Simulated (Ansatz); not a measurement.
The reference is Ti in the hcp (Mg type) structure (space group P6_3/mmc, No. 194; a = 2.9016 Å, c = 4.5930 Å; relaxed with 0.1 eV smearing). Axes: x lies along a and z along c of the hexagonal cell.

Method: Kohn–Sham DFT with the PBEsol functional, run in Ansatz (a quantum-chemistry and plane-wave program) with PAW and 420 eV plane waves, no spin-orbit coupling.

For the base:

The pressure is 0.0 GPa.

One thing is altered: uniaxial strain ε_zz = −3.00 %, all other strain components held at zero; the atoms relax in the strained cell.

Question: Predict the new pressure.

Answer: The pressure (mean of the normal stresses, compression positive) goes from zero to 3.9 GPa.

Question: What does the calculation give for the energy relative to the base after the change?

Answer: The energy rises by 9.8 meV/atom.

Whether these cells are dynamically stable was not tested. All final runs are without spin polarisation.
